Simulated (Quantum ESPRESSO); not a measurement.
Quantum ESPRESSO 7.5, DFT, PBE, plane waves, PseudoDojo 0.5 standard norm-conserving PBE (local tails restored to the Coulomb form): Au(111) slab of 5 layers, 1x1 (Au5), unrelaxed, 5 atoms. Basis and mesh were picked for this test and aren't claimed converged.

```fortran
&CONTROL
  calculation = 'scf'
  pseudo_dir = './pseudo'
  outdir = './out'
  tprnfor = .true.
  tstress = .false.
/
&SYSTEM
  ibrav = 0
  nat = 5
  ntyp = 1
  ecutwfc = 76.0
  ecutrho = 304.0
  occupations = 'smearing'
  smearing = 'mv'
  degauss = 0.02
/
&ELECTRONS
  conv_thr = 5e-09
/
ATOMIC_SPECIES
Au 196.9666 Au.upf
CELL_PARAMETERS angstrom
  2.883581000000   0.000000000000   0.000000000000
  1.441791000000   2.497255000000   0.000000000000
  0.000000000000   0.000000000000  23.417738000000
ATOMIC_POSITIONS crystal
Au   0.666667000000   0.666667000000   0.298919000000
Au   0.000000000000   0.000000000000   0.399459000000
Au   0.333333000000   0.333333000000   0.500000000000
Au   0.666667000000   0.666667000000   0.600541000000
Au   0.000000000000   0.000000000000   0.701081000000
K_POINTS automatic
7 7 1 0 0 0
```

The program reports k-points computed: 8, bands: 58, electrons: 95, G-vectors of the density: 101717, FFT grid: 36×36×250, symmetry operations: 12.

Machine: one whole node, AMD EPYC (Zen 5), 96 cores on 1 socket, no SMT, 12 L3 cache groups; 94 cores' worth of CPU time may be used.

Wall times, medians of two to five repeats, each run alone on the node (launch to exit). Processes are pinned to neighbouring cores unless said otherwise. The build: conda-forge: Open MPI 5.0, OpenMP, OpenBLAS 0.3.34 (pthreads), FFTW, ScaLAPACK, ELPA; another build can shift the numbers. Scratch files lie in a memory file system.

```tsv
cores	layout	wall time	speed-up over 2	efficiency	core-seconds
2	2 ranks	27 s	1.0×	100 %	55
4	4 ranks	15 s	1.8×	89 %	62
8	8 ranks	9.6 s	2.9×	72 %	76
16	16 ranks	5.8 s	4.7×	59 %	93
24	24 ranks	5.1 s	5.4×	45 %	120
32	32 ranks	4.6 s	6.0×	37 %	150
48	48 ranks	4.8 s	5.7×	24 %	230
64	64 ranks	5.0 s	5.5×	17 %	320
```

Efficiency, counted from 2 cores, stays above one half up to 16 cores and is 45 % at 24. The shortest time, 4.6 s, comes at 32 cores (48: level within 8 % or the scatter of repeats); at 64 the run, laid out as 64 ranks, is slower again (5.0 s). The share that grows most is that of dense diagonalisation (cdiaghg or rdiaghg): from 2.7 % of the time on 2 cores to 18 % on 64. The largest part on 64 cores, FFTs of H·ψ (vloc_psi), takes 14 s on 2 and 1.8 s there.
